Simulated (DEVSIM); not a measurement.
System: illuminated In0.53Ga0.47As p-on-n cell, one wavelength, at 300 K.

Layer 1 from the left is In0.53Ga0.47As, thickness (μm) 0.0730, Na (cm⁻³) 5.5e17, τn (s) 2.1e-11, τp (s) 1.8e-11, absorption coefficient (cm⁻¹) 34000. Layer 2 from the left is In0.53Ga0.47As, thickness (μm) 0.660, Nd (cm⁻³) 4.2e16, τn (s) 6.5e-10, τp (s) 6.5e-10, absorption coefficient (cm⁻¹) 34000.

Left contact: ohmic, minority electron recombination velocity 5000 cm/s. Right contact: ohmic, minority hole recombination velocity 2000 cm/s. Voltage is applied to the left contact. Recombination: SRH at mid-gap, radiative, Auger. Light enters at the left, 9.9e17 photons cm⁻² s⁻¹, one pass, no reflection. Mobility is constant in doping.

This is a model device: material constants are rounded textbook-type values typed into the input, and sizes, dopings and lifetimes were drawn at random. Values at 300 K.

In0.53Ga0.47As: gap (eV) 0.74, affinity (eV) 4.51, permittivity 13.9, Nc (cm⁻³) 2.1e17, Nv (cm⁻³) 7.7e18, μn (cm²/Vs) 12000, μp (cm²/Vs) 300, B (cm³/s) 9.6e-11, Cn (cm⁶/s) 5e-29, Cp (cm⁶/s) 5e-29.

DEVSIM, 1D drift-diffusion, Boltzmann statistics, complete ionisation; no tunnelling, impact ionisation, image-force lowering or self-heating.

### Question
What does the simulation give for the potential step across the device at zero bias, the short-circuit current, the share of generated pairs collected at short circuit?

### Answer
potential step across the device at zero bias 0.630 V; short-circuit current 137 mA/cm²; share of generated pairs collected at short circuit 0.944.
